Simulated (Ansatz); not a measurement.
We consider HfPbO3 (Pm-3m, No. 221, 5 atoms in the cell; start mp-22535), described by HSE06+SOC in Ansatz (plane waves, PAW).

Run with plane-wave cutoff 460 eV, 6×6×6 k mesh, Fermi–Dirac smearing 0.01 eV, PAW data made under PBE.

Cell (relaxed with PBEsol):

```xyz
5
Lattice="4.1190 0.0000 0.0000 0.0000 4.1190 0.0000 0.0000 0.0000 4.1190" Properties=species:S:1:pos:R:3 pbc="T T T"
Hf     2.0595     2.0595     2.0595
Pb     0.0000     0.0000     0.0000
O      0.0000     2.0595     2.0595
O      2.0595     0.0000     2.0595
O      2.0595     2.0595     0.0000
```

Question: Estimate the band gap and direct gap at Γ that the calculation returns.

Answer: 
- band gap: 3.12 eV (on the SCF k mesh) (direct)
- direct gap at Γ: 6.13 eV

Note: cell and atoms aren't relaxed at this level (pressure 1.5 GPa).

The result took roughly 29 core-minutes.

A start named mp-… is a Materials Project structure, which need not be a measured phase.

Ansatz is a program for electronic structure.
